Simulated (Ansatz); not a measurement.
We consider LiBH4 (P6₃mc, No. 186, 12 atoms in the cell; start mp-644223), described by r²SCAN-D4 (PAW; Ansatz, a program for electronic structure).

Run with plane-wave cutoff 500 eV, 12×12×6 k mesh (along the axes of the cell as run), gaussian smearing 0.02 eV, scalar-relativistic PAW data made under PBE.

Cell (relaxed at this level):

```cif
data_H8B2Li2
_chemical_formula_sum 'Li2 B2 H8'
_space_group_name_H-M_alt 'P63mc'
_space_group_IT_number 186
_space_group_name_Hall 'P 6c -2c'
_cell_length_a 4.17440
_cell_length_b 4.17440
_cell_length_c 7.11816
_cell_angle_alpha 90.000
_cell_angle_beta 90.000
_cell_angle_gamma 120.000
loop_
_atom_site_label
_atom_site_type_symbol
_atom_site_symmetry_multiplicity
_atom_site_Wyckoff_symbol
_atom_site_fract_x
_atom_site_fract_y
_atom_site_fract_z
_atom_site_occupancy
Li1 Li 2 b 0.33333 0.66667 0.10476 1
B1 B 2 b 0.66667 0.33333 0.03727 1
H1 H 2 b 0.33333 0.66667 0.36733 1
H2 H 6 c 0.35068 0.17534 0.09520 1
```

Q: Give the computed band gap.

A: 
* **band gap**: 7.34 eV (on the SCF k mesh)

Note: the relaxation could not lower the start's symmetry, so the cell can be a saddle point above a distorted one.

Static lattice: no zero-point or thermal effects.

Cost on a shared machine: around 2.6 core-minutes (rough).

A start named mp-… is a Materials Project structure, which need not be a measured phase.
